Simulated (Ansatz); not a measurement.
Structures of equal composition on the (100) surface of fcc Cu: a layer of In in place of the second plane; a layer of In in place of the third plane. The slabs share one bottom face, and each structure is named by its start. These are constructed structures in small cells; real faces may alloy, dewet or reconstruct in larger ones, and not all known structures of the face are among them. Slabs of about 9 Å with all that they carry, Fermi-Dirac smearing of 0.1 eV. Bottom of the slabs: a bare face, its two planes held. Relaxed from the named starts with such symmetry as they have, on meshes of like density; energies extrapolated to zero smearing; no spin-orbit coupling, no U. Spin-polarised runs, if any, are marked in brackets, and their order is one that fits the cell; the others ran without spin.

These are PBE (plane waves to 420 eV, PAW; Ansatz, an electronic-structure program) values and carry that method's errors.

Question: Put the candidates in order of energy per 1x1 cell, lowest first, for PBE.

Answer: a layer of In in place of the second plane (0.000 eV), a layer of In in place of the third plane (0.023 eV)
